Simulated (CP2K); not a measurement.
Input and output of a self-consistent single point for Li3Mg (P6_3/mmc, 8 atoms in the cell) (CP2K).

Level of theory: LDA (Pade form), GPW, DZVP-MOLOPT-SR-GTH basis, GTH-PADE potentials (GTH_POTENTIALS) in CP2K 2026.2.

The change in words: lattice scaled by 0.98. Reference geometry:
```
CELL_PARAMETERS angstrom
      6.09096     0.00000     0.00000
     -3.04548     5.27493     0.00000
      0.00000     0.00000     5.01154
ATOMIC_POSITIONS crystal
  Li 0.33354 0.16677 0.25000
  Li 0.66646 0.83323 0.75000
  Li 0.16677 0.33354 0.75000
  Li 0.83323 0.66646 0.25000
  Li 0.83323 0.16677 0.25000
  Li 0.16677 0.83323 0.75000
  Mg 0.33333 0.66667 0.25000
  Mg 0.66667 0.33333 0.75000
```

Reference input (self-consistent single point, DFT LDA (Pade form), GPW, DZVP-MOLOPT-SR-GTH basis, GTH-PADE potentials (GTH_POTENTIALS)): CUTOFF = 1000 Ry; REL_CUTOFF = 40 Ry; SMEAR/METHOD = FERMI_DIRAC; ELECTRONIC_TEMPERATURE = 580.23 K; KPOINTS/SCHEME = MONKHORST-PACK 4 4 5; GAMMA_CENTERED = T; XC_FUNCTIONAL = PADE; Li/BASIS_SET = DZVP-MOLOPT-SR-GTH; Li/POTENTIAL = GTH-PADE-q3; Mg/BASIS_SET = DZVP-MOLOPT-SR-GTH; Mg/POTENTIAL = GTH-PADE-q10; METHOD = GPW. This run's input differs from it in these lines:

```diff
@@ -64,5 +64,5 @@
     &CELL
-      A 6.09096000 0.00000000 0.00000000
-      B -3.04548000 5.27492600 0.00000000
-      C 0.00000000 0.00000000 5.01154000
+      A 5.96914100 0.00000000 0.00000000
+      B -2.98457000 5.16942700 0.00000000
+      C 0.00000000 0.00000000 4.91130900
       PERIODIC XYZ
@@ -70,10 +70,10 @@
     &COORD
-      Li       1.52368410     0.87969941     1.25288500
-      Li       1.52179590     4.39522659     3.75865500
-      Li       0.00000000     1.75939882     3.75865500
-      Li       3.04548000     3.51552718     1.25288500
-      Li       4.56727590     0.87969941     1.25288500
-      Li      -1.52179590     4.39522659     3.75865500
-      Mg      -0.00000305     3.51661909     1.25288500
-      Mg       3.04548305     1.75830691     3.75865500
+      Li       1.49321055     0.86210534     1.22782725
+      Li       1.49136045     4.30732166     3.68348175
+      Li       0.00000017     1.72421068     3.68348175
+      Li       2.98457083     3.44521632     1.22782725
+      Li       4.47593062     0.86210534     1.22782725
+      Li      -1.49135962     4.30732166     3.68348175
+      Mg      -0.00000265     3.44628639     1.22782725
+      Mg       2.98457365     1.72314061     3.68348175
     &END COORD
```

Output, abridged:

```
 SCF WAVEFUNCTION OPTIMIZATION

  Step     Update method      Time    Convergence         Total energy    Change
     1 NoMix/Diag. 0.20E+00      -     1.00550920      -171.2284114313 -1.71E+02
     2 Broy./Diag. 0.20E+00      -     0.01111908      -171.0262100616  2.02E-01
     3 Broy./Diag. 0.20E+00      -     0.09789689      -170.5699608590  4.56E-01
     4 Broy./Diag. 0.20E+00      -     0.01027572      -170.4100437024  1.60E-01
     5 Broy./Diag. 0.20E+00      -     0.01069271      -170.5118465831 -1.02E-01
     6 Broy./Diag. 0.20E+00      -     0.00073341      -170.5146105505 -2.76E-03
   [... 9 lines left out ...]
    16 Broy./Diag. 0.20E+00      -     0.00000129      -170.5088970566  1.15E-05
    17 Broy./Diag. 0.20E+00      -     0.00000057      -170.5088993110 -2.25E-06
    18 Broy./Diag. 0.20E+00      -     0.00000092      -170.5089006235 -1.31E-06
    19 Broy./Diag. 0.20E+00      -     0.00000003      -170.5088994044  1.22E-06
  *** SCF run converged in    19 steps ***

  Overlap energy of the core charge distribution:               0.00000000000000
  Self energy of the core charge distribution:               -305.53518552599598
  Core Hamiltonian energy:                                     83.02981544653430
  Hartree energy:                                              79.05978056658674
  Exchange-correlation energy:                                -27.06238090988004
  Electronic entropic energy:                                  -0.00092898160908
  Fermi energy:                                                 0.06287197820088

  Total energy:                                              -170.50889940438833
  Total energy (extrapolated to T->0):                       -170.50843491358378

                     Mulliken Population Analysis

   [... lines left out ...]

 STRESS| Analytical stress tensor [bar]
 STRESS|                        x                   y                   z
 STRESS|      x        6.38728669607E+03  -1.41492030735E+00  -3.75652330317E-07
 STRESS|      y       -1.41492030735E+00   6.38573557883E+03  -6.50515254244E-07
 STRESS|      z       -3.75652330317E-07  -6.50515254244E-07   6.70595941806E+03
 STRESS| 1/3 Trace                                             6.49299389765E+03
```

The run converged in 19 iterations. Against the reference run the free energy is nearly the same (within 1 meV/atom), the pressure goes from -0.61 to 0.65 GPa and the largest force goes from 0.019 to 0.039 eV/Å.

The starting cell comes from a database of computed structures (which also holds hypothetical and non-ambient phases and stackings), without a prior relaxation at this level. For this run, on top of that: lattice scaled by 0.98. Values carry the incompleteness of an atom-centred basis.

Cost on one core of a shared machine: roughly 60 s.
